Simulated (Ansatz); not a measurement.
An Ansatz (a quantum-chemistry and plane-wave program) run: ZrS2 with a change (pressure 7.5 GPa); PBE-D3(BJ)/PAW in Ansatz, no spin-orbit coupling.

Input:

Ansatz 0.2 input:
```yaml
crystal:
  lattice:
    - [3.5563476432, 0, 0]
    - [-1.7781738216, 3.0798874037, 0]
    - [0, 0, 5.4163594997]
  atoms:
    - { symbol: Zr, position: [0, 0, 0] }
    - { symbol: S, position: [0.3333333333, 0.6666666667, 0.2724874394] }
    - { symbol: S, position: [0.6666666667, 0.3333333333, 0.7275125606] }
basis: { ecutwfc: 420, ecutrho_ratio: 4, xc_grid: 2, fft_grid_basis: typed }
kpoints: { mp_grid: { grid: [10, 10, 6] } }
hamiltonian:
  xc: pbe
  dispersion: d3bj
  pseudopotentials: { kind: paw }
scf: { occupations: { method: fermi_dirac, width: 0.05 } }
relax: { f_tol: 0.01, max_steps: 60, cell: { stress_tol: 0.02, p_target: 7.5 } }
output: { forces: true, stress: true }
checkpoint: { write: state.ck, write_every: 1000 }
```

Output (explanatory and most iteration lines left out):

```
Relaxation: its limit of steps is 60 (relax.max_steps)
Pseudopotential: Zr, paw, valence charge 12
Pseudopotential: S, paw, valence charge 6
Crystal: 3 atoms, lattice volume = 59.326 Å³
Basis set: ecut = 420 eV, 1141 PW (Γ), exchange–correlation on 48×48×80 points (8 copies of the dense FFT grid, shifted against one another)
Bands: 16, of which v1, the nominal top of the filled ones, is band 12 counted from 1 (11 counted from 0)
Symmetry: 12 space group operations
Space group: P-3m1 (ITA 164), of the structure as read, at distance tolerance 3.9e-5 Å
k-points: 72 of 600
Functional: x = pbe(κ = 0.804, μ = 0.2195149727645171), c = pbe(β = 0.06672455060314922)
SCF iter   1: F=—  HF=-5993.587398 eV  |F-HF|=—  |Δ(HF+E_count)|=         —  Δρ=1.68e-3  dr2=1.69e-3  ethr=1.77e-3  ⟨swp⟩=5.4  Hψ=6414  notcnv=0
SCF iter   2: F=—  HF=-5993.586014 eV  |F-HF|=—  |Δ(HF+E_count)|=   1.38e-3  Δρ=6.49e-4  dr2=2.54e-4  ethr=7.06e-6  ⟨swp⟩=2.2  Hψ=2520  notcnv=0
SCF 1 converged in 6 iterations: F = -5993.586267 eV  dr2 = 4.69e-10
relax step   1: F+E_penalty+E_count = -5993.58626659 eV  Δ(F+E_penalty+E_count) = +0.000e0 eV  max|allowed force component| = 1.997e-4 eV/Å  Δτ_max = 0.0000 Å  P = +4.998 GPa  Ω = 59.326 Å³  (6 SCF iters, dr2 threshold 1.00e-7 eV, accepted)
[... steps on the carried basis left out ...]
relax step   6: F+E_penalty+E_count = -5993.51097852 eV  Δ(F+E_penalty+E_count) = +2.295e-4 eV  max|allowed force component| = 1.431e-4 eV/Å  Δτ_max = 0.0000 Å  P = +7.497 GPa  Ω = 57.382 Å³  stress off target by 4.60e-3 GPa  SCF on the basis re-selected at this cell (its energy is not comparable with the rows above)  (6 SCF iters)
SCF converged after 6 iterations
Free energy (F): -5993.510979 eV
Internal energy: -5993.509991 eV  (E = F + TS)
E sigma→0 (E₀):  -5993.510485 eV
Entropy (-TS):   -0.000988 eV (-0.329 meV/atom)
Fermi energy:    10.094162 eV
  E_disp       = -1.259051  (pairwise vdW)
--- Forces (eV/Å), atoms counted from 1 ---
  atom   1  Zr     0.00000000     0.00000000     0.00000000
  atom   2  S      0.00000000    -0.00000000     0.00014307
  atom   3  S     -0.00000000     0.00000000    -0.00014307
--- Stress (GPa, compression-positive) ---
        7.497334      -0.000000       0.000000
        0.000000       7.497334       0.000000
        0.000000       0.000000       7.495401
  P = ⅓ Tr σ = 7.4967 GPa (74.967 kbar)
--- Relaxed structure (5 steps of the walk, 4 accepted, 1 SCFs on fresh bases) ---
  cell:  # Å, volume = 57.3824 Å³
    - [3.5224938618737967, 0.0, 0.0]
    - [-1.7612469309368983, 3.0505691690574617, -1.7439351715169994e-32]
    - [0.0, -3.066923752394082e-32, 5.340082037191171]
  atoms:
    - { symbol: Zr, position: [1.39901250507585e-35, 2.779221289530823e-35, 0.0] }
    - { symbol: S, position: [0.3333333333333333, 0.6666666666666666, 0.2776777684275408] }
    - { symbol: S, position: [0.6666666666666666, 0.3333333333333333, 0.7223222315724593] }
```

A case with no gap was solved on a k-mesh chosen for an insulator, which is coarse for it. Load acts through the strain it causes; cell and atoms are relaxed under it. Whether these cells are dynamically stable was not tested. No other phases were tried under pressure. The final runs are not spin-polarised. The cell was made from ZrS₂ in the CdI2 type structure (space group P-3m1, No. 164; layered, stacked along the Cartesian z axis) by this change: pressure 7.5 GPa.
